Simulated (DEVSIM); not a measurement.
Device: InP/In0.53Ga0.47As n-p heterojunction, at 350 K.

```csv
layer (left to right),material,thickness (μm),Nd (cm⁻³),Na (cm⁻³),τn (s),τp (s)
1,InP,1.60,6e16,-,2.5e-9,2.5e-9
2,In0.53Ga0.47As,1.90,-,1.1e18,2.5e-9,2.5e-9
```

Left contact: ohmic. Right contact: ohmic. Voltage is applied to the left contact. Recombination: SRH at mid-gap, Auger. Mobility is constant in doping.

This is a model device: material constants are rounded textbook-type values typed into the input, and sizes, dopings and lifetimes were drawn at random. Values at 300 K; Nc and Nv go as T^1.5, mobilities as T to minus their exponent, the gap by Varshni's rule with the affinity fixed.

```
parameter              InP  In0.53Ga0.47As
----------------  --------  --------------
gap (eV)             1.344            0.74
affinity (eV)         4.38            4.51
permittivity          12.5            13.9
Nc (cm⁻³)           5.7e17          2.1e17
Nv (cm⁻³)           1.1e19          7.7e18
μn (cm²/Vs)           5200           12000
μp (cm²/Vs)            170             300
T exponent of μn         2             1.6
T exponent of μp         2             1.6
Cn (cm⁶/s)           9e-31           5e-29
Cp (cm⁶/s)           9e-31           5e-29
Varshni α (eV/K)  0.000363         0.00035
Varshni β (K)          162             190
```

Model (solved in DEVSIM): 1D drift-diffusion, Boltzmann statistics, complete ionisation; no tunnelling, impact ionisation, image-force lowering or self-heating. Band offsets follow the typed affinities; no thermionic-emission limit at abrupt steps, no polarisation charge.

Task: Give the dark forward current.

Result: 
```
V (V)  J (A/cm²)
-----  ---------
-0.05    -8.7e-5
-0.10   -0.00054
-0.15    -0.0029
-0.20     -0.015
-0.25     -0.080
-0.30      -0.42
-0.35       -2.2
-0.40        -11
-0.45        -58
-0.50       -290
-0.55      -1300
-0.60      -4100
```
